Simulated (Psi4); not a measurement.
Psi4 1.11, WB97X/def2-svp: Al(Cl)(NHiPr)(OH) (CC(C)[NH][Al]([OH])[Cl]), 16 atoms. The geometry is a generated start, not checked to be a minimum at this level.

| Property | Result |
|---|---|
| task | energy |
| method | wb97x |
| basis | def2-svp |
| memory | 3 GB |
| maxiter | 100 |
| keys of the molecule block | symmetry c1 |
| scf_type | df (default) |
| diis_max_vecs | 10 (default) |
| e_convergence | 1e-06 (default) |
| d_convergence | 1e-06 (default) |
| dft_radial_points | 75 (default) |
| dft_spherical_points | 302 (default) |
| basis functions | 151 |
| grid points | 339477 |

```xyz
16

Al     0.5736     1.2195     1.9386
Cl     2.0145     1.3400     3.3620
N      0.6683    -0.0368     0.6787
C     -0.2453    -0.2441    -0.4302
C      0.4294     0.0826    -1.7647
C     -0.7789    -1.6776    -0.4309
H      1.4259    -0.7118     0.6609
H     -1.0804     0.4485    -0.2819
H     -0.2832     0.0058    -2.5816
H      0.8259     1.0953    -1.7358
H      1.2498    -0.6062    -1.9516
H     -1.5220    -1.8090    -1.2128
H      0.0357    -2.3796    -0.6022
H     -1.2352    -1.9047     0.5300
O     -0.6756     2.2868     1.9340
H     -1.4026     2.8912     1.8876
```

With the defaults (diis = true, scf_initial_accelerator = adiis, damping_percentage = 0, guess = auto, which took SAD, soscf = false, diis_start = 1, level_shift = 0, level_shift_cutoff = 0.01) it converges in 8 SCF iterations. One run each on 2 threads, with these changes:
- soscf = true
- guess = modhuckel
- guess = core
- scf_initial_accelerator = none
- damping_percentage = 20
- diis_start = 4
- diis = false, scf_initial_accelerator = none, damping_percentage = 60
- level_shift = 0.5, level_shift_cutoff = 0.001
- guess = huckel

Task: Which runs fail or end elsewhere than the default run?

Result: No convergence: diis = false, scf_initial_accelerator = none, damping_percentage = 60 (the run ends without SCF convergence in 100 iterations). The rest reach the solution of the defaults.

```
setting                                                                SCF iterations  JK calls             end
---------------------------------------------------------------------  --------------  --------  --------------
soscf = true                                                                        5        16   same solution
the defaults                                                                        8         9   same solution
scf_initial_accelerator = none                                                      8         9   same solution
guess = huckel                                                                      9        43   same solution
guess = modhuckel                                                                   9        43   same solution
level_shift = 0.5, level_shift_cutoff = 0.001                                       9        10   same solution
diis_start = 4                                                                     11        12   same solution
guess = core                                                                       13        13   same solution
damping_percentage = 20                                                            16        17   same solution
diis = false, scf_initial_accelerator = none, damping_percentage = 60             100       101  no convergence
```

An SOSCF iteration holds several JK calls; a Hückel guess adds calls on atoms.
